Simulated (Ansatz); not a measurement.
The starting structures come from a database of crystals and need not be the phases stable at ambient conditions.

By PBEsol, the system below comes out a metal.

Without scattering a metal conducts by its projected Fermi surface.

Data:

```xyz
8
Lattice="2.8251 0.0000 0.0000 -1.4126 2.4466 0.0000 0.0000 0.0000 12.6014" Properties=species:S:1:pos:R:3 pbc="T T T"
Al     1.4125     0.8155     3.1503
Al     0.0000     1.6311     9.4510
Cr     0.0000     1.6311     5.2288
Cr     1.4125     0.8155     7.3726
Cr     1.4125     0.8155    11.5295
Cr     0.0000     1.6311     1.0719
C      0.0000     0.0000     6.3007
C      0.0000     0.0000     0.0000
```

The cell is taken as given; by PBEsol it stands under a pressure of -3.0 GPa.

The current flows along the normal of the first two printed cell vectors, the (001) plane of the conventional cell. No spin-orbit coupling; the value is a mean over 0.1 eV about the Fermi level.

Q: Give the ballistic conductance per area that PBEsol run with Ansatz (a program for electronic structure) yields.

A: 0.42 × 10¹⁵ S/m² for both spins.
